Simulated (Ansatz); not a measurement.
MgS (Fm-3m), r2SCAN, rigid bands (Ansatz, a quantum-chemistry and plane-wave program): Condition of this run: functional r2SCAN on the same cell. band gap 3.49 eV, N_c = 1.74e19 cm⁻³ and N_v = 1.77e20 cm⁻³ at 300 K, conductivity masses of 0.366 mₑ (electrons) and 1.02 mₑ (holes). Take k_BT = 0.02585 eV.

Q: A film of it is 5 nm thick. Estimate the confinement energies in an infinite well.

A: ħ²π²/(2m t²) = 0.376 eV·nm²/(m/mₑ × t²) gives 41.1 meV for electrons and 14.7 meV for holes, so the gap would widen to about 3.55 eV. Finite barriers and nonparabolic bands lower this, and with several valleys or bands the heaviest mass along the normal sets the lowest level, not this average.

Q: Find the intrinsic carrier density and the intrinsic Fermi level.

A: n_i = √(N_c N_v) exp(−E_g/2k_BT) = 5.55e19 × exp(−67.50) = 2.7e-10 cm⁻³. The level lies (k_BT/2) ln(N_v/N_c) = 30 meV from mid-gap (positive towards the conduction band). Each 0.1 eV added to the gap lowers n_i by a factor of 6.9.

Q: What thermal injection velocity √(2k_BT/πm) limits a ballistic channel?

A: 8.89e6 cm/s for electrons and 5.33e6 cm/s for holes, a ratio of √(m_h/m_e) = 1.67, for dilute carriers.

Rigid, parabolic bands with the computed gap; masses take one relaxation time for all states. Spin-orbit coupling is left out; where it splits the top of the valence band, N_v and the p-type Seebeck coefficient come out somewhat high without it. Geometry: cell and atoms relaxed with PBEsol.
